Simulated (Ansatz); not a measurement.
For ZnSnN2 (Pna2₁, No. 33, 16 atoms in the cell; start mp-1029469), PBEsol in Ansatz (PAW) gives:

```
Property                             Value
---------------------------  -------------
volume per atom              13.38 Å³/atom
band gap at the PBEsol cell        0.15 eV
```

Question: What does r²SCAN in Ansatz (plane waves, PAW) give for the same quantities?

Answer: 
- equilibrium volume per atom: 13.47 Å³/atom (increases by 0.7 %)
- band gap at the PBEsol cell: 0.51 eV (increases by 0.36 eV)

Changes are worked out from the printed values.

Unless a cell is named, each level is at its own relaxed cell (PBEsol 13.38, r²SCAN 13.47 Å³/atom).

Spin–orbit coupling is included only where a level's name says +SOC; with heavier elements it mostly lowers gaps and can invert bands. Density-functional gaps are differences of (generalised) Kohn–Sham levels.

Caveats: the relaxation could not lower the start's symmetry, so the cell can be a saddle point above a distorted one (PBEsol, r²SCAN). Ansatz's density-functional and Hartree–Fock values are scalar-relativistic unless marked +SOC, with PAW data made under PBE.

A start named mp-… is a Materials Project structure, which need not be a measured phase.

Ansatz is a quantum-chemistry and plane-wave program.
